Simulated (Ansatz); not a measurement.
Take SiC in the wurtzite structure (space group P6_3mc, No. 186; a = 3.076 Å, c = 5.048 Å) as the base.

The change: cell and atoms relaxed at a pressure of 5 GPa.

Levels (all Ansatz, a quantum-chemistry and plane-wave program, PAW): PBEsol (420 eV, without spin-orbit coupling); r2SCAN (500 eV, scalar-relativistic without spin-orbit coupling).

The geometry is relaxed with PBEsol.

| Quantity | Result |
|---|---|
| PBEsol band gap | 2.09 eV |
| PBEsol width of the top valence band | 3.99 eV |
| PBEsol smallest direct gap | 3.90 eV |

With r2SCAN at the same geometry, the band gap grows by 0.536 eV, from 2.09 eV to 2.62 eV; the width of the top valence band goes up by 0.097 eV to 4.08 eV; the smallest direct gap goes up by 0.62 eV to 4.52 eV.

Single points use the geometry relaxed with PBEsol. Their cutoffs differ, which shifts pressures a little. Load acts through the strain it causes; cell and atoms are relaxed under it. Stability against distortions was not tested. Competing high-pressure phases were not computed.
